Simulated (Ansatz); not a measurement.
Start from MoSe2 in the 2H-MoS2 type structure (space group P6_3/mmc, No. 194; layered, stacked along the Cartesian z axis).

```
CELL_PARAMETERS angstrom
      3.27700     0.00000     0.00000
     -1.63850     2.83796     0.00000
      0.00000     0.00000    12.73101
ATOMIC_POSITIONS crystal
  Mo 0.33333 0.66667 0.25000
  Mo 0.66667 0.33333 0.75000
  Se 0.33333 0.66667 0.61852
  Se 0.66667 0.33333 0.11852
  Se 0.66667 0.33333 0.38148
  Se 0.33333 0.66667 0.88148
```

Level of theory: Ansatz (an electronic-structure program), PBE-D3(BJ), PAW, cutoff 420 eV, scalar-relativistic without spin-orbit coupling, earlier PAW set.

Base values:

| Item | Result |
|---|---|
| Band gap | 0.74 eV |
| Volume per atom | 19.73 Å³ |

Perturbation: cell and atoms relaxed at a pressure of 3 GPa.

Problem. Estimate the effect on the band gap.

Solution. The band gap falls by 0.177 eV (0.74 eV → 0.57 eV).

Problem. What happens to the volume per atom?

Solution. The volume per atom falls by 0.965 Å³ (19.73 Å³ → 18.77 Å³).

Load acts through the strain it causes; cell and atoms are relaxed under it. Whether these cells are dynamically stable was not tested.
